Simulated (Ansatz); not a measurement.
Start from HfO2 in the CdI2 type structure (space group P-3m1, No. 164; a = 3.208 Å, c = 4.515 Å; a hypothetical phase, not in the database extracts checked; layered, stacked along the Cartesian z axis).

Level of theory: PBEsol-D3(BJ) in Ansatz (plane waves to 420 eV, PAW, spin-orbit coupling left out).

For the base:

The smallest direct gap comes out as 4.85 eV and the band gap is 4.40 eV.

Now apply this change: a free-standing slab of 3 layers (9 atoms, 3 a layer) is cut normal to the stacking axis, with 15 Å of vacuum and the in-plane cell relaxed.

Q: What does the calculation give for the smallest direct gap after the change?

A: The smallest direct gap falls by 0.058 eV, from 4.85 eV to 4.80 eV.

Q: Predict the new band gap.

A: The band gap rises by 0.164 eV, from 4.40 eV to 4.57 eV.

Q: Predict the new gap character.

A: The gap character comes out as indirect, K–Γ (67 % along) → M.

With Hf present, leaving out spin-orbit coupling can change the band edges. No phonon test of stability was made.

Ansatz is a program for electronic structure.
